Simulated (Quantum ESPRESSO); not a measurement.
Quantum ESPRESSO 7.5, DFT, PBE, plane waves, SSSP 1.1.2 efficiency PBE: rock-salt NiO (type II order), antiferromagnetic, 4 atoms, spin-polarised from an antiferromagnetic start (nspin = 2, starting_magnetization ±0.2 on Ni). Basis and mesh were picked for this test and aren't claimed converged.

```yaml
cell: 5.12, 5.12, 5.12 Å; 33.6, 33.6, 33.6°
task: scf
k mesh: 9×9×9
ecutwfc: 45 Ry
ecutrho: 360 Ry
occupations: smearing
smearing: gaussian
degauss: 0.005 Ry
conv_thr: 4e-09 Ry
tprnfor: true
tstress: false
k-point pools (-nk): 8
diagonalization: david (default)
k-points computed (for each spin): 85
bands: 29
electrons: 48
G-vectors of the density: 28405
FFT grid: 60×60×60
symmetry_operations: 12
```

Settings of this run: mixing_mode = TF, mixing_beta = 0.1, mixing_ndim = 8; 8 ranks.

```tsv
SCF iteration	band solver's avg # of iterations (first pass)	estimated scf accuracy (Ry)
1	3.8	63.91371022
2	2.0	35.42634545
3	3.8	5.32254449
4	1.0	1.82292207
5	1.0	0.92783708
6	1.5	0.11832092
7	2.2	0.01830009
8	3.6	0.00495799
9	2.6	0.00427655
10	1.2	0.00219676
11	2.1	0.00036366
12	2.5	0.00044585
13	2.1	0.00039681
14	2.1	0.00001049
15	2.0	0.00000753
16	2.4	0.00000491
17	2.1	0.00000054
18	1.0	0.00000036
19	1.1	0.00000012
20	1.4	0.00000018
21	2.0	0.00000002
22	2.2	9.3E-09
23	1.0	6.1E-09
24	1.5	8.3E-10
```

It converged after 24 SCF iterations.

Task: The cycle is slow. Which setting should be changed?

Result: This is not unique; one that fits is mixing_beta = 0.7 (13 SCF iterations), all else kept. The other changes of this size gave: mixing_beta = 0.4 (14); mixing_beta = 1 (15); mixing_mode = local-TF (19); mixing_mode = plain (21); mixing_beta = 0.2 (21). The first change moves the result by: energy equal as printed, absolute magnetization equal as printed. Counts are of single runs.
